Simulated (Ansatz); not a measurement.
The parent structure is BN (space group P6_3/mmc, No. 194; a = 2.501 Å, c = 6.526 Å; layered, stacked along the Cartesian z axis).

The values are results of r2SCAN+rVV10 (Ansatz, an electronic-structure program), scalar-relativistic without spin-orbit coupling, not measurements.

Base values:

Gap between the host's bands: 4.73 eV
Gap character: indirect, k = (0.296, 0.296, 0) in the run's primitive reciprocal basis → M

It is then changed as follows: 0.0707 holes added to each cell, a density of 2.0×10^21 cm⁻³, with a uniform compensating background at fixed cell and a 300 K Fermi–Dirac width.

Q: How does this affect the gap between the host's bands?

A: The gap between the host's bands increases by 0.065 eV (4.73 eV → 4.79 eV).

Q: How does this affect the Fermi level from band edge?

A: The Fermi level relative to the doped band's edge (positive inside the band; to 0.05 eV) comes out as +0.10 eV.

Q: Estimate the effect on the gap character.

A: The gap character is still indirect, k = (0.296, 0.296, 0) in the run's primitive reciprocal basis → M.

Carriers are added with a uniform compensating background; total energy and stress of such cells depend on the potential's zero and are not compared; many-body gap narrowing is missing at this level. No phonon test of stability was made.
